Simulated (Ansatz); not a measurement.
**Nb$_{2}$O$_{5}$ (space group C2/c, No. 15)**

```yaml
crystal:
  lattice:
    - [6.39352, -2.44326, 0.00000]
    - [6.39352, 2.44326, 0.00000]
    - [-1.37711, 0.00000, 5.37817]
  atoms:
    - { symbol: Nb, position: [0.61795, 0.10078, 0.24543] }
    - { symbol: Nb, position: [0.38205, 0.89922, 0.75457] }
    - { symbol: Nb, position: [0.89922, 0.38205, 0.25457] }
    - { symbol: Nb, position: [0.10078, 0.61795, 0.74543] }
    - { symbol: O, position: [0.27600, 0.13526, 0.12799] }
    - { symbol: O, position: [0.72400, 0.86474, 0.87201] }
    - { symbol: O, position: [0.86474, 0.72400, 0.37201] }
    - { symbol: O, position: [0.13526, 0.27600, 0.62799] }
    - { symbol: O, position: [0.10577, 0.89423, 0.75000] }
    - { symbol: O, position: [0.89423, 0.10577, 0.25000] }
    - { symbol: O, position: [0.66271, 0.55871, 0.97660] }
    - { symbol: O, position: [0.33729, 0.44129, 0.02340] }
    - { symbol: O, position: [0.44129, 0.33729, 0.52340] }
    - { symbol: O, position: [0.55871, 0.66271, 0.47660] }
```

All numbers come from PBEsol (Ansatz, a quantum-chemistry and plane-wave program), without spin-orbit coupling. Γ-centred 6×6×5 mesh, Fermi–Dirac width 0.05 eV.

```json
{
 "volume_per_atom": "12.00 Å³",
 "density": "5.25 g/cm³",
 "band_gap": "2.61 eV (uncertain: the edges found on the path are not clean extrema)",
 "total_energy": "-1685.894 eV/atom (σ→0; compares only within this code and set-up)"
}
```

Whether these cells are dynamically stable was not tested.
